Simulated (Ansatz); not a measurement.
Base system: AlN in the zinc blende structure (space group F-43m, No. 216; a = 4.3777 Å).

Structures relaxed with PBEsol in Ansatz (plane waves to 420 eV, PAW, no spin-orbit coupling).

Base:

Simulated powder pattern, Cu Kα, λ = 1.54184 Å (kinematic, ideal powder, no thermal factors, no anomalous dispersion; the 10 strongest lines at most, above 2 %, up to 2θ = 90°):

| 2θ (°) | I/Imax (%) | hkl |
|---|---|---|
| 35.52 | 100 | (111) |
| 41.24 | 11 | (200) |
| 59.75 | 50 | (220) |
| 71.47 | 33 | (311) |
| 75.18 | 3.5 | (222) |
| 89.56 | 7.3 | (400) |

After one change:

Simulated powder pattern, Cu Kα, λ = 1.54184 Å (kinematic, ideal powder, no thermal factors, no anomalous dispersion; the 10 strongest lines at most, above 2 %, up to 2θ = 90°):

```tsv
2θ (°)	I/Imax (%)
35.15	100
40.82	11
59.10	50
70.66	33
74.31	3.5
88.44	7.3
```

### Question
Name the change that was made.
A) isotropic strain −2.00 %
B) isotropic strain +1.50 %
C) isotropic strain +1.00 %
D) isotropic strain +3.00 %

### Answer
C, isotropic strain +1.00 %. Its volume per atom is 10.80 Å³ against 10.49 Å³, and its space group is F-43m (No. 216).

Whether these cells are dynamically stable was not tested. This is not the structure that AlN has at room temperature and ambient pressure.

Ansatz is a quantum-chemistry and plane-wave program.
